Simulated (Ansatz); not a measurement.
Nb, response to strain

The parent structure is Nb in the bcc (W type) structure (space group Im-3m, No. 229; a = 3.311 Å; relaxed with 0.1 eV smearing).

Strains are applied to the cell and any free atomic positions relax.

Computed with PBE (Ansatz, an electronic-structure program, PAW, no spin-orbit coupling).

Notes on the quantities. energy relative to the base: free energy F.

```json
[
 {"isotropic strain (%)": "-2.5", "energy relative to the base (meV/atom)": "57.5"},
 {"isotropic strain (%)": "-2", "energy relative to the base (meV/atom)": "36.3"},
 {"isotropic strain (%)": "-1.5", "energy relative to the base (meV/atom)": "?"},
 {"isotropic strain (%)": "-1", "energy relative to the base (meV/atom)": "8.8"},
 {"isotropic strain (%)": "0", "energy relative to the base (meV/atom)": "0.0"},
 {"isotropic strain (%)": "1", "energy relative to the base (meV/atom)": "8.4"},
 {"isotropic strain (%)": "1.5", "energy relative to the base (meV/atom)": "18.6"},
 {"isotropic strain (%)": "2", "energy relative to the base (meV/atom)": "32.7"},
 {"isotropic strain (%)": "3", "energy relative to the base (meV/atom)": "71.5"}
]
```

Q: Fit ΔE = Aε² + Bε³ (ε in %) to the rows shown and predict the withheld row.

A: Least squares on the printed values gives A = 8.63 and B = -0.23 meV/atom (largest residual 0.1 meV/atom); this predicts 20.2 meV/atom, and the run gives 20.2 meV/atom, in agreement.

Whether these cells are dynamically stable was not tested. The final runs are not spin-polarised.
